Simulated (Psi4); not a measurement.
Psi4 1.11, B3LYP/def2-svp: Hf(F)(OSiH3)3 ([F][Hf]([O][SiH3])([O][SiH3])[O][SiH3]), 17 atoms. The geometry is a generated start, not checked to be a minimum at this level.

```json
{
  "task": "energy",
  "method": "b3lyp",
  "basis": "def2-svp",
  "memory": "3 GB",
  "maxiter": "100",
  "keys_of_the_molecule_block": "symmetry c1",
  "scf_type": "df (default)",
  "e_convergence": "1e-06 (default)",
  "d_convergence": "1e-06 (default)",
  "dft_radial_points": "75 (default)",
  "dft_spherical_points": "302 (default)",
  "effective_core_potentials": "those of the basis set, past Kr",
  "basis_functions": "187",
  "grid_points": "362466"
}
```

```xyz
17

Hf     0.2897     0.0394     0.5435
F     -0.2624     1.5166     1.5600
O     -1.1408    -0.5307    -0.5337
Si    -2.4595     0.3807    -0.3961
H     -2.9059     0.3910     1.0201
H     -3.4726    -0.2506    -1.2401
H     -2.1697     1.7556    -0.8758
O      0.7299    -1.2066     1.8989
Si     1.0155    -2.6778     1.3229
H     -0.1654    -3.5351     1.5193
H      2.1875    -3.2258     2.0077
H      1.2980    -2.5259    -0.1605
O      1.7057     0.6501    -0.5370
Si     1.3959     2.0056    -1.3502
H      0.6309     1.6867    -2.5755
H      2.7034     2.5668    -1.6924
H      0.6198     2.9600    -0.5112
```

Charge 0 and multiplicity 1 are set for this test and not shown to be the ground state.

With the defaults (diis = true, scf_initial_accelerator = adiis, damping_percentage = 0, guess = auto, which took SAD, soscf = false, soscf_start_convergence = 0.01, diis_start = 1, diis_max_vecs = 10) it converges in 9 SCF iterations. One run each on 2 threads, with these changes:
- guess = sadno
- soscf = true, soscf_start_convergence = 0.001
- guess = huckel
- diis = false, scf_initial_accelerator = none, damping_percentage = 60
- diis_start = 4
- diis_max_vecs = 6
- damping_percentage = 60
- guess = sap
- scf_initial_accelerator = ediis

### Question
Name the settings that don't reach the solution of the defaults.

### Answer
No convergence: diis = false, scf_initial_accelerator = none, damping_percentage = 60 (the run ends without SCF convergence in 100 iterations). The rest reach the solution of the defaults.

```
setting                                                                SCF iterations  JK calls             end
---------------------------------------------------------------------  --------------  --------  --------------
soscf = true, soscf_start_convergence = 0.001                                       7        18   same solution
the defaults                                                                        9        10   same solution
scf_initial_accelerator = ediis                                                     9        10   same solution
diis_max_vecs = 6                                                                  10        11   same solution
guess = sadno                                                                      11        11   same solution
guess = huckel                                                                     11        43   same solution
guess = sap                                                                        15        15   same solution
diis_start = 4                                                                     17        18   same solution
damping_percentage = 60                                                            77        78   same solution
diis = false, scf_initial_accelerator = none, damping_percentage = 60             100       101  no convergence
```

An SOSCF iteration holds several JK calls; a Hückel guess adds calls on atoms.
